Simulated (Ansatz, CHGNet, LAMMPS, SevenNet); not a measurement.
## Equilibrium lattice constant a of Cu (model structure, started from the diamond type, Fd-3m, No. 227, 2 atoms in the cell) at several levels of theory

No measured value is used here.

```
level (code)                                  value (Å)
--------------------------------------------  ---------
CHGNet 0.3.0                                      5.382
SevenNet-0                                        5.390
SNAP Cu_Zuo_JPCA2020.quadratic.snap (LAMMPS)      5.102
LDA (Ansatz)                                      5.149
PBEsol (Ansatz)                                   5.232
r²SCAN (Ansatz)                                   5.250
```

LDA, PBEsol, r²SCAN: the run has no spin polarisation, so it can have missed a magnetic state. Cutoffs differ between the levels. Ansatz's density-functional and Hartree–Fock values are scalar-relativistic unless marked +SOC, with PAW data made under PBE.

Machine-learned potentials (CHGNet 0.3.0, SNAP Cu_Zuo_JPCA2020.quadratic.snap, SevenNet-0) are trained on DFT data: a solid inside that data is no test of them.

A model structure was made by putting elements into a prototype or built by hand; it is no filed structure, need not be a known phase, and can be a saddle point held by its symmetry.

Ansatz is an electronic-structure program.
